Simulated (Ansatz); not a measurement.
Levels about the gap of amorphous Hf18O39Sc2 (59 atoms in a cell of 804 Å³, 8.11 g/cm³; zone centre alone, so wide bands show as single levels with stretches between that a denser mesh fills), at the geometry that PBE relaxed, where it gives 0.1 GPa on a denser mesh. Exact exchange is cut at the faces of this small cell, which leaves a finite-size error. The participation number counts the atoms over which a state spreads; weights are charges in smoothed Voronoi cells. The levels come from a single point, so bond lengths are those of that geometry. Method of the levels: HSE06, scalar-relativistic without spin-orbit coupling (Ansatz, an electronic-structure program). Sampling: the zone centre alone; Fermi-Dirac width 0.02 eV; no spin polarisation.

The cell was made by melting and quenching with the CHGNet potential and then relaxed with DFT. O atoms were pushed apart under 1.9 Å during the dynamics, to hinder bonds among them. The hot cell started wider than the set density and was brought back towards it in steps. It is the lowest in DFT energy of 2 quenches. It is a model cell: composition and starting density were chosen by hand, and all elements were melted together. No dispersion term was used. Its density started from a set value of 8.55 and ended at 8.11 g/cm³. The quench (nominally 300 K/ps over its main leg) was far faster than any real one, so the model tends to hold more defects than a real film. One small periodic cell is one sample of the glass; other quenches scatter about these values. The volume was free in the relaxation, at fixed shape. Stress components on the final sampling reach 2.2 GPa.

| E - E(highest filled), eV | filling | participation number | largest on | weight O | weight Hf | weight Sc |
|---|---|---|---|---|---|---|
| -0.22 | filled | 13.9 | O, 3 neighbours | 0.95 | 0.04 | 0.01 |
| -0.19 | filled | 18.6 | O, 2 neighbours | 0.95 | 0.04 | 0.01 |
| -0.18 | filled | 13.3 | O, 3 neighbours | 0.95 | 0.05 | 0.00 |
| -0.11 | filled | 12.2 | O, 3 neighbours | 0.95 | 0.05 | 0.01 |
| -0.09 | filled | 17.8 | O, 3 neighbours | 0.95 | 0.04 | 0.01 |
| -0.07 | filled | 9.2 | O, 3 neighbours | 0.95 | 0.04 | 0.00 |
| 0.00 | filled | 10.6 | O, 3 neighbours | 0.96 | 0.04 | 0.01 |
| 5.62 | empty | 28.0 | Hf, 6 neighbours | 0.53 | 0.42 | 0.05 |
| 5.93 | empty | 19.9 | Hf, 6 neighbours | 0.36 | 0.50 | 0.14 |
| 6.08 | empty | 32.0 | Hf, 5 neighbours | 0.40 | 0.56 | 0.04 |
| 6.18 | empty | 26.6 | Hf, 6 neighbours | 0.39 | 0.48 | 0.13 |
| 6.24 | empty | 32.1 | Hf, 6 neighbours | 0.38 | 0.54 | 0.08 |
| 6.26 | empty | 17.4 | Sc, 6 neighbours | 0.37 | 0.41 | 0.23 |
| 6.38 | empty | 29.6 | Hf, 7 neighbours | 0.37 | 0.60 | 0.03 |

Most localised among these is the filled level at -0.07 eV, on a O atom, which has 3 neighbours (Hf 2.00 Å, Sc 2.05 Å, Hf 2.07 Å).
